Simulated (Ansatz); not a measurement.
System: Ga2O3 (model structure, started from the A-La2O3 type, P-3m1, No. 164, 5 atoms in the cell). Method: LDA (Ansatz, a program for electronic structure, PAW).

Numerical settings: plane-wave cutoff 520 eV, 12×12×8 k mesh (along the axes of the cell as run), Fermi–Dirac smearing 0.01 eV, scalar-relativistic PAW data made under PBE.

Cell (relaxed at this level):

Space group P-3m1 (No. 164); a = b = 2.9715 Å, c = 6.5932 Å, α = β = 90.00°, γ = 120.00°

| atom | site | symmetry | x | y | z |
|---|---|---|---|---|---|
| Ga | 2d | 3m. | 0.3333 | 0.6667 | 0.2093 |
| O | 1a | -3m. | 0.0000 | 0.0000 | 0.0000 |
| O | 2d | 3m. | 0.6667 | 0.3333 | 0.3171 |

Estimate the band gap that the calculation returns.


band gap: 2.42 eV (direct)

Note: the relaxation could raise the start's symmetry but not lower it, so the cell can be a saddle point.

Spin–orbit coupling is not included.

Computed values are for the static lattice.

A model structure was made by putting elements into a prototype or built by hand; it is no filed structure, need not be a known phase, and can be a saddle point held by its symmetry.
